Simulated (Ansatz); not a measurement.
Ti5Te4 (I4/m, No. 87) was calculated with rVV10 in Ansatz (plane waves, PAW).

Output (set-up and result lines):

```
Crystal: 9 atoms, lattice volume = 199.042 Å³
Basis set: ecut = 520 eV, 5287 PW (Γ), exchange–correlation on 120×120×120 points (8 copies of the dense FFT grid, shifted against one another)
Bands: 75, of which v1, the nominal top of the filled ones, is band 62 counted from 1 (61 counted from 0)
Symmetry: 8 space group operations
Space group: I4/m (ITA 87), of the structure as read, at distance tolerance 5.8e-5 Å
k-points: 554 of 4096
Functional: x = rpw86, c = pbe(β = 0.06672455060314922) + rvv10(b = 6.3, C = 0.0093)
SCF iter   1: F=—  HF=-40705.735101 eV  |F-HF|=—  |Δ(HF+E_count)|=         —  Δρ=5.08e-3  dr2=7.13e-2
SCF iter   2: F=—  HF=-40705.728504 eV  |F-HF|=—  |Δ(HF+E_count)|=   6.60e-3  Δρ=2.86e-3  dr2=2.53e-2
  ...
SCF iter   8: F=—  HF=-40705.724452 eV  |F-HF|=—  |Δ(HF+E_count)|=   5.70e-8  Δρ=1.52e-6  dr2=6.39e-9
SCF iter   9: F=-40705.724452 eV  HF=-40705.724452 eV  |F-HF|=2.47e-10  |Δ(HF+E_count)|=   4.77e-9  Δρ=5.23e-7  dr2=6.72e-10
SCF 1 converged in 9 iterations: F = -40705.724452 eV  dr2 = 6.72e-10
SCF converged after 9 iterations
Free energy (F): -40705.724452 eV
Internal energy: -40705.668570 eV  (E = F + TS)
E sigma→0 (E₀):  -40705.696511 eV
Fermi energy:    12.612002 eV
--- Forces (eV/Å), atoms counted from 1 ---
  atom   1  Ti     0.00000000    -0.00000000    -0.00000000
  atom   2  Ti    -0.00124844     0.00116256    -0.00000000
  atom   3  Ti     0.00124844    -0.00116256     0.00000000
  atom   4  Ti     0.00116256     0.00124844     0.00000000
  atom   5  Ti    -0.00116256    -0.00124844     0.00000000
  atom   6  Te     0.00075633    -0.00072046     0.00000000
  atom   7  Te    -0.00075633     0.00072046     0.00000000
  atom   8  Te    -0.00072046    -0.00075633    -0.00000000
  atom   9  Te     0.00072046     0.00075633    -0.00000000
--- Stress (GPa, compression-positive) ---
       -0.005118       0.000000       0.000000
       -0.000000      -0.005118       0.000000
        0.000000       0.000000      -0.009664
  P = ⅓ Tr σ = -0.0066 GPa (-0.066 kbar)
```

Write an input file that could have produced this run (the log leaves some choices open).

One answer among several that fit: 
Ansatz 0.2 input:
```yaml
crystal:
  lattice:
    - [-5.1303662354, 5.1303662354, 1.890546007]
    - [5.1303662354, -5.1303662354, 1.890546007]
    - [5.1303662354, 5.1303662354, -1.890546007]
  atoms:
    - { symbol: Ti, position: [0.0, 0.0, 0.0] }
    - { symbol: Ti, position: [0.3799076424, 0.6839901535, 0.0638977959] }
    - { symbol: Ti, position: [0.6200923576, 0.3160098465, 0.9361022041] }
    - { symbol: Ti, position: [0.3160098465, 0.3799076424, 0.6959174889] }
    - { symbol: Ti, position: [0.6839901535, 0.6200923576, 0.3040825111] }
    - { symbol: Te, position: [0.2806215771, 0.940390233, 0.2210118101] }
    - { symbol: Te, position: [0.7193784229, 0.059609767, 0.7789881899] }
    - { symbol: Te, position: [0.059609767, 0.2806215771, 0.3402313441] }
    - { symbol: Te, position: [0.940390233, 0.7193784229, 0.6597686559] }
basis:
  ecutwfc: 520
  ecutrho_ratio: 4
  xc_grid: 2
kpoints:
  mp_grid: { grid: [16, 16, 16] }
hamiltonian:
  xc: { exchange: rpw86, correlation: pbe }
  dispersion: rvv10
  pseudopotentials: { kind: paw }
scf:
  occupations: { method: fermi_dirac, width: 0.05 }
  convergence: { dr2_threshold: 0.0000000009 }
output:
  forces: true
  stress: true
  eigenvalues: true
```

The PAW data were made under PBE.

Ansatz is a first-principles code.
